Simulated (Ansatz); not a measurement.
K2S: isotropic strain −3.00 %

The parent structure is K2S in the anti-fluorite structure (space group Fm-3m, No. 225; a = 7.462 Å).

It is then changed as follows: an isotropic linear strain of −3.00 %; the atoms relax in the strained cell.

The values are results of plane-wave PAW DFT at the PBE level (Ansatz, a first-principles code, 420 eV), scalar-relativistic without spin-orbit coupling, not measurements. k-mesh 8×8×8 (Γ-centred); smearing 0.05 eV (Fermi–Dirac).

The volume per atom falls by 3.02 Å³, from 34.62 Å³ to 31.60 Å³ and the space group stays Fm-3m (No. 225). The energy rises by 18 meV/atom and the band gap increases by 0.234 eV to 2.56 eV. The gap character stays indirect, X → Γ and the mean gap deformation potential ΔEg/Δln V amounts to -2.6 eV. The width of the top valence band grows by 0.09 eV to 0.27 eV and the electron mass is still 0.36 mₑ (at Γ). The valley order (the lowest conduction-band minima on the path, energy above the VBM, named in the base's zone) becomes Γ 2.56 eV; X along ⟨100⟩ 3.53 eV (base: Γ 2.32 eV; X along ⟨100⟩ 3.50 eV).

Masses are band curvatures over ±0.01 Å⁻¹ around the edge. Stability against distortions was not tested.
